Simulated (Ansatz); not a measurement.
Results of PBEsol (plane waves, PAW; Ansatz, a program for electronic structure) for TlGaSe₂ (C2/c, No. 15).

Run with plane-wave cutoff 520 eV, 6×6×4 k mesh (along the axes of the cell as run), Fermi–Dirac smearing 0.01 eV, scalar-relativistic PAW data made under PBE.

Cell (measured lattice):

```cif
data_Ga16Se32Tl16
_chemical_formula_sum 'Tl16 Ga16 Se32'
_space_group_name_H-M_alt 'C2/c'
_space_group_IT_number 15
_space_group_name_Hall '-C 2yc'
_cell_length_a 10.77900
_cell_length_b 10.77600
_cell_length_c 15.66300
_cell_angle_alpha 90.000
_cell_angle_beta 99.993
_cell_angle_gamma 90.000
loop_
_space_group_symop_operation_xyz
  'x, y, z'
  '-x, -y, -z'
  '-x, y, -z+1/2'
  'x, -y, z+1/2'
  'x+1/2, y+1/2, z'
  '-x+1/2, -y+1/2, -z'
  '-x+1/2, y+1/2, -z+1/2'
  'x+1/2, -y+1/2, z+1/2'
loop_
_atom_site_label
_atom_site_type_symbol
_atom_site_symmetry_multiplicity
_atom_site_Wyckoff_symbol
_atom_site_fract_x
_atom_site_fract_y
_atom_site_fract_z
_atom_site_occupancy
Tl1 Tl 8 f 0.46470 0.31090 0.11400 1
Tl2 Tl 8 f 0.28440 0.06230 0.38640 1
Ga1 Ga 8 f 0.10000 0.19100 0.16200 1
Ga2 Ga 8 f 0.14500 0.43800 0.33900 1
Se1 Se 4 e 0.00000 0.05400 0.25000 1
Se2 Se 4 e 0.00000 0.57400 0.25000 1
Se3 Se 8 f 0.20700 0.06200 0.07100 1
Se4 Se 8 f 0.26200 0.31000 0.25200 1
Se5 Se 8 f 0.04800 0.31200 0.43800 1
```
(The calculation used a cell of 32 atoms; values per cell refer to that cell.)

Question: Estimate the band gap and smallest direct gap on the k points sampled that the calculation returns.

Answer: 
* **band gap**: 1.14 eV
* **smallest direct gap on the k points sampled**: 1.16 eV

Note: cell and atoms aren't relaxed at this level (largest force component 0.46 eV/Å, pressure -0.5 GPa).

Spin–orbit coupling is not included; with these elements it can move the gap by several tenths of an eV or more.

Computed values are for the static lattice.

It cost very roughly 12 core-minutes of CPU time.
